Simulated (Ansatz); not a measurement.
LiNbO3 (P2₁/c, No. 14, 40 atoms in the cell; start mp-1196213; a measured phase of this formula has another space group) was calculated with r²SCAN in Ansatz (plane waves, PAW).

Run with plane-wave cutoff 560 eV, 6×4×4 k mesh (along the axes of the cell as run), Fermi–Dirac smearing 0.01 eV, no spin polarisation, scalar-relativistic PAW data made under PBE.

Cell (relaxed at this level):

```cif
data_Li8Nb8O24
_chemical_formula_sum 'Li8 Nb8 O24'
_space_group_name_H-M_alt 'P 1'
_space_group_IT_number 1
_cell_length_a 6.19979
_cell_length_b 8.19835
_cell_length_c 9.44424
_cell_angle_alpha 90.000
_cell_angle_beta 90.128
_cell_angle_gamma 90.000
loop_
_space_group_symop_operation_xyz
  'x, y, z'
loop_
_atom_site_label
_atom_site_type_symbol
_atom_site_fract_x
_atom_site_fract_y
_atom_site_fract_z
_atom_site_occupancy
Li1 Li 0.48153 0.81392 0.51866 1
Li2 Li 0.51847 0.18608 0.48134 1
Li3 Li 0.51847 0.31392 0.98134 1
Li4 Li 0.48153 0.68608 0.01866 1
Li5 Li 0.22584 0.61456 0.76897 1
Li6 Li 0.77416 0.38544 0.23103 1
Li7 Li 0.77416 0.11456 0.73103 1
Li8 Li 0.22584 0.88544 0.26897 1
Nb1 Nb 0.00202 0.30205 0.50160 1
Nb2 Nb 0.99798 0.69795 0.49840 1
Nb3 Nb 0.99798 0.80205 0.99840 1
Nb4 Nb 0.00202 0.19795 0.00160 1
Nb5 Nb 0.26240 0.50099 0.25718 1
Nb6 Nb 0.73760 0.49901 0.74282 1
Nb7 Nb 0.73760 0.00099 0.24282 1
Nb8 Nb 0.26240 0.99901 0.75718 1
O1 O 0.06591 0.36866 0.12514 1
O2 O 0.93409 0.63134 0.87486 1
O3 O 0.93409 0.86866 0.37486 1
O4 O 0.06591 0.13134 0.62514 1
O5 O 0.18172 0.69313 0.13433 1
O6 O 0.81828 0.30687 0.86567 1
O7 O 0.81828 0.19313 0.36567 1
O8 O 0.18172 0.80687 0.63433 1
O9 O 0.30154 0.65910 0.40223 1
O10 O 0.69846 0.34090 0.59777 1
O11 O 0.69846 0.15910 0.09777 1
O12 O 0.30154 0.84090 0.90223 1
O13 O 0.26845 0.31288 0.39546 1
O14 O 0.73155 0.68712 0.60454 1
O15 O 0.73155 0.81288 0.10454 1
O16 O 0.26845 0.18712 0.89546 1
O17 O 0.93718 0.51393 0.36969 1
O18 O 0.06282 0.48607 0.63031 1
O19 O 0.06282 0.01393 0.13031 1
O20 O 0.93718 0.98607 0.86969 1
O21 O 0.50965 0.46901 0.16048 1
O22 O 0.49035 0.53099 0.83952 1
O23 O 0.49035 0.96901 0.33952 1
O24 O 0.50965 0.03099 0.66048 1
```

Task: Give the computed band gap.

Result: 
- band gap = 3.84 eV (on the SCF k mesh)

Note: the relaxation could not lower the start's symmetry, so the cell can be a saddle point above a distorted one.

Spin–orbit coupling is not included.

The computed numbers hold no vibrational or temperature effects.

Computing time: around 70 core-minutes (rough).

A start named mp-… is a Materials Project structure, which need not be a measured phase.

Ansatz is a first-principles code.
